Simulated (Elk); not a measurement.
Band structure of Sr3Ca (Pm-3m, 4 atoms in the cell).

```
Sr3Ca
1.0
    5.98875     0.00000     0.00000
    0.00000     5.98875     0.00000
    0.00000     0.00000     5.98875
Sr Ca
3 1
Cartesian
  0.00000   2.99437   2.99437
  2.99437   0.00000   2.99437
  2.99437   2.99437   0.00000
  0.00000   0.00000   0.00000
```

Method: PBEsol, all-electron FP-LAPW, Elk's shipped species files, default APW+lo basis (Elk 10.2.4).

Settings: xctype = 22; stype = 0; swidth = 0.00499791 Ha; ngridk = 4 4 4; maxscl = 100.

The starting cell comes from a database of computed structures (which also holds hypothetical and non-ambient phases and stackings), without a prior relaxation at this level. Values depend on the basis (sphere radii, cutoffs, local orbitals), which need not be converged.

Levels in eV from the Fermi level, bands 17 to 24:
```csv
point,17,18,19,20,21,22,23,24
Γ,-3.66,-0.69,-0.43,-0.43,0.44,0.44,0.44,0.98
X,-2.43,-2.42,0.05,0.27,0.54,0.54,0.76,0.76
M,-1.46,-1.39,-1.39,-1.23,0.68,0.92,0.95,0.95
R,-1.28,-0.97,-0.97,-0.97,-0.02,-0.02,-0.02,0.17
```

Bands cross the Fermi level along this path, so the cell is metallic at this level.
